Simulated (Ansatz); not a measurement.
SiO2 (space group P4_12_12, No. 92)

Space group P4₁2₁2 (No. 92); a = b = 5.029 Å, c = 7.011 Å, α = β = γ = 90.00°

```tsv
atom	site	symmetry	x	y	z
Si	4a	..2	0.2980	0.2980	0.0000
O	8b	1	0.2396	0.1018	0.1783
```

Calculations: PBEsol (Ansatz, an electronic-structure program; PAW; 420 eV plane waves; no SOC), earlier PAW set. k-mesh 5×5×4 (Γ-centred); smearing 0.05 eV (Fermi–Dirac).

```yaml
volume_per_atom: 14.78 Å³
density: 2.25 g/cm³
band_gap: 5.57 eV, direct at Γ
electron_mass: 0.54 mₑ
hole_mass: 1.5 mₑ along c, 1.8 mₑ across
Lowest conduction-band minima above the VBM: Γ 5.57 eV
total_energy: -582.209 eV/atom (σ→0; compares only within this code and set-up)
```

Effective masses come from finite differences of ±0.01 Å⁻¹. Stability against distortions was not tested.
